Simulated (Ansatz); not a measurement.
Data:

End structure of a constructed model of the (100) surface of fcc Al, a pseudomorphic layer of W in the host's stacking (bottom of the slab: a bare face, its two planes held):

```xyz
7
Lattice="2.8581 0.0000 0.0000 0.0000 2.8581 0.0000 0.0000 0.0000 28.5000" Properties=species:S:1:pos:R:3 pbc="T T T"
Al     1.4290     1.4290     8.1231
Al     0.0000     0.0000    10.1440
Al     1.4290     1.4290    12.1554
Al     0.0000     0.0000    14.1409
Al     1.4290     1.4290    16.2048
Al     0.0000     0.0000    18.2993
W      1.4290     1.4290    20.1698
```

Slab: 7 atoms, 12.3 Å thick at the start; k 13x13x1, smearing 0.1 eV, dipole-corrected; 2 atoms held, the rest relaxed; symmetry of the start imposed; no spin, no spin-orbit, no U. It is one candidate, not shown to be the stable structure of the face.

Predict the work function of the top face from PBE (Ansatz, an electronic-structure program).

5.19 eV
